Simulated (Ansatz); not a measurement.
Total g(r) from a molecular-dynamics run [in the run: one k-point, which a denser mesh shifts by 0.1 GPa in pressure and 0.10 eV/Å in forces]. These are PBE (plane waves, PAW; Ansatz, an electronic-structure program) values and carry that method's errors.

| r (Å) | g(r) |
|---|---|
| 1.02 | 0.00 |
| 1.14 | 0.00 |
| 1.26 | 0.00 |
| 1.38 | 0.00 |
| 1.50 | 0.00 |
| 1.62 | 0.00 |
| 1.74 | 0.00 |
| 1.86 | 0.00 |
| 1.98 | 0.00 |
| 2.10 | 0.10 |
| 2.22 | 0.76 |
| 2.34 | 1.64 |
| 2.46 | 2.28 |
| 2.58 | 1.86 |
| 2.70 | 1.46 |
| 2.82 | 1.13 |
| 2.94 | 1.03 |
| 3.06 | 0.89 |
| 3.18 | 0.86 |
| 3.30 | 0.90 |
| 3.42 | 0.90 |
| 3.54 | 0.95 |
| 3.66 | 1.00 |
| 3.78 | 1.04 |
| 3.90 | 1.01 |
| 4.02 | 1.05 |
| 4.14 | 1.00 |
| 4.26 | 0.99 |
| 4.38 | 0.97 |
| 4.50 | 0.96 |
| 4.62 | 0.96 |
| 4.74 | 0.95 |
| 4.86 | 0.94 |
| 4.98 | 0.97 |
| 5.10 | 0.98 |
| 5.22 | 1.00 |

Question: Which system gave this curve?
A) GaN (wurtzite), crystal, 285 K
B) Li2O (antifluorite type), crystal, 1247 K
C) AlN (zinc blende; a metastable form), crystal, 303 K, 6.7 GPa
D) Si15As, liquid, 1681 K (no melting point cited, so perhaps supercooled)

Answer: D, Si15As, liquid, 1681 K (no melting point cited, so perhaps supercooled)
